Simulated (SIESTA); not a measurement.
**Several settings converged on Sb (R-3m, 2 atoms in the cell)**

```
Sb
1.0
    3.97713    -2.16578     0.00000
    3.97713     2.16578     0.00000
    2.79774     0.00000     3.56101
Sb
2
Direct
  0.23791   0.23791   0.23791
  0.76650   0.76650   0.76650
```

Base method: SIESTA with GGA PBEsol, numerical atomic orbitals DZP, PseudoDojo PBEsol standard norm-conserving potentials (rewritten from UPF to PSML).

Base settings: XC.functional = GGA; XC.authors = PBEsol; potentials = PseudoDojo PBEsol standard; PAO.BasisSize = DZP; PAO.EnergyShift = 0.01 Ry; MeshCutoff = 300 Ry; kgrid.MonkhorstPack = 9 9 9; OccupationFunction = FD; ElectronicTemperature = 100 meV; MaxSCFIterations = 150.

Core times come from one kind of shared machine, to one figure; runs under 30 s give none.

**Shifted k-point meshes**

Only quantities that move along the ladder and can be compared are tabulated.

```tsv
kgrid.MonkhorstPack	free energy less the last step's (meV/atom)	pressure (GPa)	largest difference of a force vector from the last step's (eV/Å)	core time / last (rough)
2 2 2 shifted by 0.5 0.5 0.5	-216.97	0.38	0.296	–
4 4 4 shifted by 0.5 0.5 0.5	-12.65	-0.61	0.305	–
6 6 6 shifted by 0.5 0.5 0.5	-13.91	-0.87	0.088	–
8 8 8 shifted by 0.5 0.5 0.5	-6.33	-0.81	0.041	–
10 10 10 shifted by 0.5 0.5 0.5	-3.12	-0.85	0.015	–
12 12 12 shifted by 0.5 0.5 0.5	-1.76	-0.84	0.000	0.2
15 15 15 shifted by 0.5 0.5 0.5	-0.54	-0.84	0.003	0.4
18 18 18 shifted by 0.5 0.5 0.5	-0.13	-0.83	0.002	0.6
22 22 22 shifted by 0.5 0.5 0.5	0.00	-0.83	0.000	1
```

Coarsest kgrid.MonkhorstPack that holds the forces within 0.02 eV/Å of the last step, with all finer ones: 10 10 10 shifted by 0.5 0.5 0.5; the step before is off by 0.041 eV/Å.

Coarsest kgrid.MonkhorstPack that holds the free energy within 2 meV/atom of the last step, with all finer ones: 12 12 12 shifted by 0.5 0.5 0.5, at about 0.2 of the last step's time; the step before is off by 3.1 meV/atom.

Coarsest kgrid.MonkhorstPack that holds the pressure within 0.1 GPa of the last step, with all finer ones: 6 6 6 shifted by 0.5 0.5 0.5; the step before is off by 0.23 GPa.

**The k-point mesh at a smearing width of 0.3 eV**

In this ladder: ElectronicTemperature = 300 meV.

Only quantities that move along the ladder and can be compared are tabulated.

| kgrid.MonkhorstPack | free energy less the last step's (meV/atom) | pressure (GPa) | largest difference of a force vector from the last step's (eV/Å) | core time / last (rough) |
|---|---|---|---|---|
| 3 3 3 | -26.82 | -0.04 | 0.340 | – |
| 4 4 4 | -21.12 | -0.72 | 0.214 | – |
| 5 5 5 | -14.17 | -0.78 | 0.124 | – |
| 6 6 6 | -5.95 | -0.68 | 0.078 | – |
| 7 7 7 | -4.98 | -0.72 | 0.025 | – |
| 8 8 8 | -2.07 | -0.69 | 0.018 | – |
| 10 10 10 | -0.71 | -0.68 | 0.002 | 0.1 |
| 12 12 12 | -0.19 | -0.67 | 0.001 | 0.2 |
| 22 22 22 | 0.00 | -0.67 | 0.000 | 1 |

Coarsest kgrid.MonkhorstPack that holds the free energy within 0.5 meV/atom of the last step, with all finer ones: 12 12 12, at about 0.2 of the last step's time; the step before is off by 0.71 meV/atom.

Coarsest kgrid.MonkhorstPack that holds the forces within 0.005 eV/Å of the last step, with all finer ones: 10 10 10, at about 0.1 of the last step's time; the step before is off by 0.018 eV/Å.

Coarsest kgrid.MonkhorstPack that holds the pressure within 0.5 GPa of the last step, with all finer ones: 4 4 4; the step before is off by 0.63 GPa.

**The width of Gaussian smearing**

In this ladder: kgrid.MonkhorstPack = 15 15 15; OccupationFunction = MP; OccupationMPOrder = 0.

Narrow widths need finer meshes than wide ones, so the last steps can hold mesh noise.

Only quantities that move along the ladder and can be compared are tabulated; pressure and forces are left out, as mesh noise rules them at narrow widths.

```csv
ElectronicTemperature,free energy less the last step's (meV/atom),core time / last (rough)
1000 meV,-85.58,1
500 meV,-13.83,1.0
300 meV,-3.32,1
200 meV,-1.10,1.0
100 meV,-0.17,1.0
50 meV,0.00,1
```

Widest ElectronicTemperature that holds the free energy within 2 meV/atom of the last step, with all finer ones: 200 meV; the step before is off by 3.3 meV/atom.

On the base run: the starting cell has typed, rounded lattice constants, without a prior relaxation at this level. Its lattice was rescaled by up to half a per cent. One atom was moved a little off its site on purpose. Values carry the incompleteness of an atom-centred basis.

Left out of this page: 2 runs of the series outside the window shown, repeating another row's setting, or not comparable.
